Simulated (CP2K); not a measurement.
A self-consistent single point of the (110) slab of InP (cut from a parent of space group no. 216; 8 atoms in the cell) with CP2K.

Level of theory: LDA (Pade form), GPW, DZVP-MOLOPT-SR-GTH basis, GTH-PADE potentials (GTH_POTENTIALS) run with CP2K.

The change in words: vacuum of 8 angstrom (first run: 14 Å); SURFACE_DIPOLE_CORRECTION: default → T. Reference geometry:
```yaml
crystal:
  lattice:
    - [5.85239, 0.00000, 0.00000]
    - [0.00000, 4.13826, 0.00000]
    - [0.00000, 0.00000, 20.20741]
  atoms:
    - { symbol: In, position: [0.00000, 0.25000, 0.44880] }
    - { symbol: In, position: [0.50000, 0.75000, 0.34641] }
    - { symbol: In, position: [0.00000, 0.25000, 0.65359] }
    - { symbol: In, position: [0.50000, 0.75000, 0.55120] }
    - { symbol: P, position: [0.25000, 0.25000, 0.34641] }
    - { symbol: P, position: [0.75000, 0.75000, 0.44880] }
    - { symbol: P, position: [0.25000, 0.25000, 0.55120] }
    - { symbol: P, position: [0.75000, 0.75000, 0.65359] }
```

Reference input (self-consistent single point, DFT LDA (Pade form), GPW, DZVP-MOLOPT-SR-GTH basis, GTH-PADE potentials (GTH_POTENTIALS)): CUTOFF = 500 Ry; REL_CUTOFF = 60 Ry; SMEAR/METHOD = FERMI_DIRAC; ELECTRONIC_TEMPERATURE = 232.09 K; KPOINTS/SCHEME = MONKHORST-PACK 2 3 1; GAMMA_CENTERED = T; XC_FUNCTIONAL = PADE; In/BASIS_SET = DZVP-MOLOPT-SR-GTH-q13; In/POTENTIAL = GTH-PADE-q13; P/BASIS_SET = DZVP-MOLOPT-SR-GTH-q5; P/POTENTIAL = GTH-PADE-q5; METHOD = GPW. This run's input differs from it in these lines:

```diff
@@ -11,2 +11,4 @@
     POTENTIAL_FILE_NAME GTH_POTENTIALS
+    SURFACE_DIPOLE_CORRECTION T
+    SURF_DIP_DIR Z
     &QS
@@ -64,3 +66,3 @@
     &CELL
-      ABC 5.85239000 4.13826500 20.20741200
+      ABC 5.85239000 4.13826500 14.20739400
       ALPHA_BETA_GAMMA 90.00000000 90.00000000 90.00000000
@@ -70,10 +72,10 @@
       SCALED
-      In       0.00000000     0.25000000     0.44880100
-      In       0.50000000     0.75000000     0.34640800
-      In       0.00000000     0.25000000     0.65359200
-      In       0.50000000     0.75000000     0.55119900
-      P        0.25000000     0.25000000     0.34640800
-      P        0.75000000     0.75000000     0.44880100
-      P        0.25000000     0.25000000     0.55119900
-      P        0.75000000     0.75000000     0.65359200
+      In       0.00000000     0.25000000     0.42717900
+      In       0.50000000     0.75000000     0.28154400
+      In       0.00000000     0.25000000     0.71845600
+      In       0.50000000     0.75000000     0.57282100
+      P        0.25000000     0.25000000     0.28154400
+      P        0.75000000     0.75000000     0.42717900
+      P        0.25000000     0.25000000     0.57282100
+      P        0.75000000     0.75000000     0.71845600
     &END COORD
```

The program printed (abridged):

```
 SCF WAVEFUNCTION OPTIMIZATION

  Step     Update method      Time    Convergence         Total energy    Change

 *******************************************************************************
 *   ___                                                                       *
 *  /   \                                                                      *
 * [ABORT]                                                                     *
 *  \___/       Dipole correction needs more vacuum space above the surface    *
 *    |                                                                        *
   [... lines left out ...]
 * / \                                                    surface_dipole.F:207 *
 *******************************************************************************

 ===== Routine Calling Stack =====

            9 calc_dipsurf_potential
            8 qs_ks_build_kohn_sham_matrix
            7 rebuild_ks_matrix
            6 qs_ks_update_qs_env
            5 scf_env_do_scf_inner_loop
            4 scf_env_do_scf
            3 qs_energies
            2 qs_forces
            1 CP2K
Abort(1) on node 0 (rank 0 in comm 0): application called MPI_Abort(MPI_COMM_WORLD, 1) - process 0
```

The program stopped with an error. 

The starting cell has typed, rounded lattice constants, without a prior relaxation at this level. The slab is cut from that crystal, and its faces are unrelaxed. Its lattice was rescaled by up to half a per cent. Values carry the incompleteness of an atom-centred basis.
